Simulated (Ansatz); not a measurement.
The parent structure is VO2 in the rutile structure (space group P4_2/mnm, No. 136; a = 4.584 Å, c = 2.839 Å; ferromagnetic). Axes: x, y, z lie along a, b, c of the conventional cell.

Method: PBE/PAW in Ansatz (a quantum-chemistry and plane-wave program), no spin-orbit coupling.

It is then changed as follows: every lattice vector is shortened by 2.57 %; the atoms relax in the strained cell.

Question: Predict the stress tensor and what it implies for the stiffness.

Answer: Stress of the strained cell less that of the base (GPa, compression positive):
```
   21.0     0.0     0.0
    0.0    21.0     0.0
    0.0     0.0    22.2
```

Then B = −ΔP/(ΔV/V₀) with ΔV/V₀ = -0.0751 gives secant stiffness values (nonlinear terms included at this strain): B (at held cell shape, above the free-shape value) ≈ 285 GPa.

As a check, the harmonic strain energy −½ V₀ Δσ:ε is 51 meV/atom; the computed energy rise is 46 meV/atom.

The magnetic state is the one reached from the starting moments; the real material's order can differ, and small cells can't hold many antiferromagnetic ones. Stability against distortions was not tested. No Hubbard U is applied, and correlation can decide whether such a compound is a metal.
